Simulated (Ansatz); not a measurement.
# A constructed model of the (111) surface of fcc Ni, ferromagnetic, (√3x√3)R30° surface alloy, Pt on one Ni site of the top plane (bottom of the slab: a bare face, its two planes held)

These are PBE (plane waves to 420 eV, PAW; Ansatz, a quantum-chemistry and plane-wave program) values and carry that method's errors.

Set-up: 18 atoms, 10.2 Å thick at the start (thin: gaps and levels are the slab's own); mesh 10x10x1; 0.1 eV smearing; dipole correction on; 6 atoms held, the rest relaxed; symmetry of the start imposed; spin-polarised, ending with about 11.3 μB a cell; orders that need a larger cell were not tried, no spin-orbit, no U. It is one candidate, not shown to be the stable structure of the face.

* **work function of the top face**: 5.31 eV
* **energy released by relaxation**: 0.042 eV
* **magnetic moment of the cell**: 11.32 μB
* **cost**: around 27 core-minutes (rough)
